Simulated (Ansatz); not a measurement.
Functionals compared on the (10-10) surface of beta Si3N4 in its 1x1 cell (cut with top plane N, bottom plane N), outermost plane spacing 0.96 Å in the ideal cut (in the relaxation 2 N–Si bonds formed), in Ansatz (plane waves, PAW). The structure was relaxed with PBE; the other rows are single points on it, each with its references at the same level. Cutoff 420 eV (500 eV for r2SCAN). HSE06 used the coarser mesh 5x2x1.

Slab: 28 atoms, N16Si12, 12.9 Å thick at the start; k 9x4x1, smearing 0.025 eV, dipole-corrected; all atoms relaxed; held to the start's symmetry, so lower structures may exist; no spin, no spin-orbit, no U. These notes are the PBE run's.

```json
[
 {"functional": "PBE", "surface energy (J/m²)": "2.37", "rough cost of the single point": "–"},
 {"functional": "LDA", "surface energy (J/m²)": "2.63", "rough cost of the single point": "roughly 60 core-seconds"},
 {"functional": "PBEsol", "surface energy (J/m²)": "2.46", "rough cost of the single point": "roughly 60 core-seconds"},
 {"functional": "RPBE", "surface energy (J/m²)": "2.23", "rough cost of the single point": "about 60 core-seconds (a rough figure)"},
 {"functional": "r2SCAN", "surface energy (J/m²)": "2.69", "rough cost of the single point": "very roughly 120 core-seconds"},
 {"functional": "HSE06", "surface energy (J/m²)": "2.60", "rough cost of the single point": "about 7 core-minutes (a rough figure)"}
]
```

Ansatz is a quantum-chemistry and plane-wave program.
